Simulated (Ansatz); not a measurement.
Functionals compared on the (11-23) surface of hcp Zr in its 1x1 cell, outermost plane spacing 0.59 Å in the ideal cut, in Ansatz (plane waves, PAW). The structure was relaxed with PBE; the other rows are single points on it, each with its references at the same level. Cutoff 420 eV (500 eV for r2SCAN).

Set-up: 18 atoms, 10.0 Å thick at the start (thin: gaps and levels are the slab's own); mesh 7x6x1; 0.1 eV smearing; dipole correction on; all atoms relaxed; start symmetry kept, larger cells not searched; no spin, no spin-orbit, no U. These notes are the PBE run's.

```tsv
functional	surface energy (J/m²)	work function of the top face (eV)	rough cost of the single point
PBE	1.77	3.36	–
LDA	?	?	roughly 5 core-minutes
PBEsol	1.93	3.43	around 5 core-minutes (rough)
RPBE	1.66	3.23	very roughly 5 core-minutes
r2SCAN	1.93	3.34	very roughly 11 core-minutes
```

Q: Some entries are withheld; supply them.

A: 
- LDA, surface energy (J/m²): 1.97
- LDA, work function of the top face (eV): 3.60

Ansatz is a quantum-chemistry and plane-wave program.
